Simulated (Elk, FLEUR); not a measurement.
A FLEUR input for a self-consistent single point of SiMo3 (Pm-3n, 8 atoms in the cell) (DFT, PBE, all-electron FLAPW (FLEUR), scalar-relativistic valence):

Input of the input generator:

```
SiMo3 crystal
&input film=f /
4.8706300000 0.0000000000 0.0000000000
0.0000000000 4.8706300000 0.0000000000
0.0000000000 0.0000000000 4.8706300000
1.8897261246
1.0 1.0 1.0

8
14 0.5000000000 0.5000000000 0.5000000000
14 0.0000000000 0.0000000000 0.0000000000
42 0.0000000000 0.5000000000 0.2500000000
42 0.0000000000 0.5000000000 0.7500000000
42 0.2500000000 0.0000000000 0.5000000000
42 0.7500000000 0.0000000000 0.5000000000
42 0.5000000000 0.2500000000 0.0000000000
42 0.5000000000 0.7500000000 0.0000000000

&comp jspins=1 /
&kpt div1=5 div2=5 div3=5 /
&end /
```

```xml
<?xml version="1.0" encoding="UTF-8" standalone="no"?>
<fleurInput fleurInputVersion="0.39">
   <comment>
      SiMo3 crystal                                                                                       
   </comment>
   <calculationSetup>
      <cutoffs Kmax="3.8" Gmax="15.2" GmaxXC="15.2" numbands="0"/>
      <scfLoop itmax="80" minDistance="0.00001" maxIterBroyd="15" imix="Anderson" alpha="0.05" precondParam="0.0" spinf="2.0"/>
      <coreElectrons ctail="T" frcor="F" kcrel="0" coretail_lmax="0"/>
      <xcFunctional name="pbe" relativisticCorrections="F"/>
      <magnetism jspins="1"/>
      <soc l_soc="F" theta="0.0" phi="0.0" spav="F"/>
      <expertModes spex="0" secvar="F"/>
      <geometryOptimization l_f="T" forcealpha="1.0" forcemix="BFGS" epsdisp="0.00001" epsforce="0.00001"/>
      <ldaU l_linMix="F" mixParam="0.05" spinf="1.0"/>
   </calculationSetup>
   <cell>
      <bzIntegration valenceElectrons="92.0" mode="gauss" fermiSmearingEnergy="0.00734986">
         <kPointListSelection listName="default-1"/>
         <!-- k-points included here -->
         <xi:include xmlns:xi="http://www.w3.org/2001/XInclude" href="kpts.xml"> </xi:include>
      </bzIntegration>
      <!-- symmetry operations included here -->
      <xi:include xmlns:xi="http://www.w3.org/2001/XInclude" href="sym.xml"> </xi:include>
      <bulkLattice scale="1.0">
         <bravaisMatrix>
            <row-1>    9.2041567542604987     0.0000000000000000     0.0000000000000000</row-1>
            <row-2>    0.0000000000000000     9.2041567542604987     0.0000000000000000</row-2>
            <row-3>    0.0000000000000000     0.0000000000000000     9.2041567542604987</row-3>
         </bravaisMatrix>
      </bulkLattice>
   </cell>
   <atomSpecies>
      <species name="Silicon (Si)" element="Si" atomicNumber="14">
         <mtSphere radius="2.65" gridPoints="915" logIncrement="0.013"/>
         <atomicCutoffs lmax="10" lnonsphr="8"/>
         <electronConfig flipSpins="F">
            <coreConfig>(1s1/2) (2s1/2) (2p1/2) (2p3/2)</coreConfig>
            <valenceConfig>(3s1/2) (3p1/2) (3p3/2)</valenceConfig>
            <stateOccupation state="(3p1/2)" spinUp="0.3333333333333" spinDown="0.3333333333333"/>
            <stateOccupation state="(3p3/2)" spinUp="0.6666666666667" spinDown="0.6666666666667"/>
         </electronConfig>
         <energyParameters s="3" p="3" d="3" f="4"/>
      </species>
      <species name="Molybdenum (Mo)" element="Mo" atomicNumber="42">
         <mtSphere radius="2.15" gridPoints="741" logIncrement="0.017"/>
         <atomicCutoffs lmax="8" lnonsphr="6"/>
         <electronConfig flipSpins="F">
            <coreConfig>(1s1/2) (2s1/2) (2p1/2) (2p3/2) (3s1/2) (3p1/2) (3p3/2) (3d3/2) (3d5/2)</coreConfig>
            <valenceConfig>(4s1/2) (4p1/2) (4p3/2) (5s1/2) (4d3/2) (4d5/2)</valenceConfig>
            <stateOccupation state="(5s1/2)" spinUp="0.5" spinDown="0.5"/>
            <stateOccupation state="(4d3/2)" spinUp="1.0" spinDown="1.0"/>
            <stateOccupation state="(4d5/2)" spinUp="1.5" spinDown="1.5"/>
         </electronConfig>
         <energyParameters s="5" p="5" d="4" f="4"/>
         <lo type="SCLO" l="0" n="4" eDeriv="0"/>
         <lo type="SCLO" l="1" n="4" eDeriv="0"/>
      </species>
   </atomSpecies>
   <atomGroups>
      <atomGroup species="Silicon (Si)">
         <relPos label="                   1">1.000/2.000 1.000/2.000 1.000/2.000</relPos>
         <relPos label="                   2">.0000000000 .0000000000 .0000000000</relPos>
         <force calculate="T" relaxXYZ="TTT"/>
      </atomGroup>
      <atomGroup species="Molybdenum (Mo)">
         <relPos label="                   3">.0000000000 1.000/2.000 1.000/4.000</relPos>
         <relPos label="                   4">.0000000000 1.000/2.000 -1.000/4.000</relPos>
         <relPos label="                   5">1.000/4.000 .0000000000 1.000/2.000</relPos>
         <relPos label="                   6">-1.000/4.000 .0000000000 1.000/2.000</relPos>
         <relPos label="                   7">1.000/2.000 1.000/4.000 .0000000000</relPos>
         <relPos label="                   8">1.000/2.000 -1.000/4.000 .0000000000</relPos>
         <force calculate="T" relaxXYZ="TTT"/>
      </atomGroup>
   </atomGroups>
   <output dos="F" band="F" slice="F">
      <checks vchk="F" cdinf="F"/>
      <bandDOS minEnergy="-.5*Htr" maxEnergy="0.5*Htr" sigma="0.015" storeEVData="T"/>
      <vacuumDOS vacdos="F" integ="F" star="F" nstars="0" locx1="0.0" locy1="0.0" locx2="0.0" locy2="0.0" nstm="0" tworkf="0.0"/>
      <unfoldingBand unfoldBand="F" supercellX="1" supercellY="1" supercellZ="1"/>
      <plotting iplot="0" polar="F">
         <plot TwoD="T" vec1="  1.0  0.0  0.0" vec2="  0.0  1.0  0.0" vec3="  0.0  0.0  1.0" zero="  0.0  0.0  0.0" file="plot"/>
      </plotting>
      <chargeDensitySlicing numkpt="0" minEigenval="0.0" maxEigenval="0.0" nnne="0" pallst="F"/>
      <specialOutput eonly="F"/>
      <magneticCircularDichroism mcd="F" energyLo="-10.0" energyUp="0.0"/>
   </output>
  <!-- We include the file relax.xml here to enable relaxations (see documentation) -->
  <xi:include xmlns:xi="http://www.w3.org/2001/XInclude" href="relax.xml"> <xi:fallback/> </xi:include>
</fleurInput>
```

Q: Write the same calculation as an input for Elk.

A: One input that does it (others would too):

```
tasks
  0

xctype
  20

rgkmax
  7.0

rmtscf
  0.83

stype
  0

swidth
  0.00734986

avec
    9.2041567544    0.0000000000    0.0000000000
    0.0000000000    9.2041567544    0.0000000000
    0.0000000000    0.0000000000    9.2041567544

atoms
  2   : nspecies
  'Si.in'   : spfname
  2   : natoms; atposl, bfcmt below
  0.5000000000  0.5000000000  0.5000000000    0.0 0.0 0.0
  0.0000000000  0.0000000000  0.0000000000    0.0 0.0 0.0
  'Mo.in'   : spfname
  6   : natoms; atposl, bfcmt below
  0.0000000000  0.5000000000  0.2500000000    0.0 0.0 0.0
  0.0000000000  0.5000000000  0.7500000000    0.0 0.0 0.0
  0.2500000000  0.0000000000  0.5000000000    0.0 0.0 0.0
  0.7500000000  0.0000000000  0.5000000000    0.0 0.0 0.0
  0.5000000000  0.2500000000  0.0000000000    0.0 0.0 0.0
  0.5000000000  0.7500000000  0.0000000000    0.0 0.0 0.0

ngridk
  5 5 5
```

Basis settings and potentials, where a program has them, do not carry over. This input uses DFT, PBE, all-electron FP-LAPW, Elk's shipped species files, default APW+lo basis.

The starting cell comes from a database of computed structures (which also holds hypothetical and non-ambient phases and stackings), without a prior relaxation at this level. Its lattice was rescaled by a random factor within 2.5 % of one.
